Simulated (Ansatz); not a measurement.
Hf2N2O (C2/m, No. 12, 15 atoms in the cell; start mp-755314), treated with PBEsol (plane waves, PAW; Ansatz, a quantum-chemistry and plane-wave program).

Run with plane-wave cutoff 520 eV, 10×10×4 k mesh (along the axes of the cell as run), Fermi–Dirac smearing 0.01 eV, scalar-relativistic PAW data made under PBE.

Cell (relaxed with PBEsol):

```xyz
15
Lattice="6.7757 -1.6198 0.0033 6.7757 1.6198 0.0033 -1.4637 0.0000 7.9927" Properties=species:S:1:pos:R:3 pbc="T T T"
Hf    -0.7632     0.0000     6.4601
Hf    12.8509     0.0000     1.5392
Hf     7.8415     0.0000     3.7931
Hf     4.2462     0.0000     4.2062
Hf     9.2220     0.0000     1.0551
Hf     2.8657     0.0000     6.9442
N      6.2982     0.0000     5.2471
N      5.7894     0.0000     2.7522
N      0.9193     0.0000     7.7035
N     11.1684     0.0000     0.2958
N      1.3002     0.0000     2.2781
N     10.7875     0.0000     5.7212
O      1.9537     0.0000     4.9354
O     10.1340     0.0000     3.0639
O      6.7757     0.0000     0.0033
```

Q: What does this level give for the band gap, smallest direct gap on the k points sampled and direct gap at Γ?

A: 
- band gap = 1.91 eV
- smallest direct gap on the k points sampled = 2.18 eV
- direct gap at Γ = 2.29 eV

Spin–orbit coupling is not included.

Computed values are for the static lattice.

A start named mp-… is a Materials Project structure, which need not be a measured phase.
